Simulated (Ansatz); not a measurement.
# A computed series for BN: response to strain

The reference is BN in the zinc blende structure (space group F-43m, No. 216).

```
CELL_PARAMETERS angstrom
      0.00000     1.80486     1.80486
      1.80486     0.00000     1.80486
      1.80486     1.80486     0.00000
ATOMIC_POSITIONS crystal
  B  0.00000 0.00000 0.00000
  N  0.25000 0.25000 0.25000
```

Cartesian axes are those of the cell as printed.

Strains are applied to the cell and any free atomic positions relax; under biaxial strain the out-of-plane vector relaxes too.

The values are results of Ansatz (a program for electronic structure), r2SCAN, PAW, cutoff 500 eV, no spin-orbit coupling, not measurements.

```tsv
biaxial strain, plane normal [111], relaxed out of plane (%)	out-of-plane strain (%)
-2.5	0.40
-2.08	0.33
-1.67	0.27
-1.25	?
-0.83	0.13
-0.42	0.07
0	0.00
```

### Question
Fit ε⊥ = −νε + γε² (strains in %) to the rows shown and predict the withheld row.

### Answer
Least squares on the printed values gives ν = 0.16 (the biaxial Poisson response) and γ = 0.000 (largest residual 0.00 %); this predicts 0.20 %, and the run gives 0.20 %, in agreement.

No phonon test of stability was made.
